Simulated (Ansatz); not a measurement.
Functionals compared on the (20-23) surface of hcp Zn in its 1x1 cell, outermost plane spacing 0.16 Å in the ideal cut, in Ansatz (plane waves, PAW). The structure was relaxed with PBE; the other rows are single points on it, each with its references at the same level. Cutoff 420 eV (500 eV for r2SCAN).

Set-up: 24 atoms, 10.6 Å thick at the start; mesh 14x3x1; 0.1 eV smearing; dipole correction on; all atoms relaxed; held to the part of the start's symmetry that mesh and held atoms allow; no spin, no spin-orbit, no U. These notes are the PBE run's.

```json
[
 {"functional": "PBE", "surface energy (J/m²)": "0.64", "work function of the top face (eV)": "4.15", "rough cost of the single point": "–"},
 {"functional": "LDA", "surface energy (J/m²)": "0.98", "work function of the top face (eV)": "4.47", "rough cost of the single point": "about 4 core-minutes (a rough figure)"},
 {"functional": "PBEsol", "surface energy (J/m²)": "0.88", "work function of the top face (eV)": "4.26", "rough cost of the single point": "very roughly 4 core-minutes"},
 {"functional": "RPBE", "surface energy (J/m²)": "0.48", "work function of the top face (eV)": "4.01", "rough cost of the single point": "around 4 core-minutes (rough)"},
 {"functional": "r2SCAN", "surface energy (J/m²)": "0.81", "work function of the top face (eV)": "4.24", "rough cost of the single point": "about 8 core-minutes (a rough figure)"}
]
```

Ansatz is an electronic-structure program.
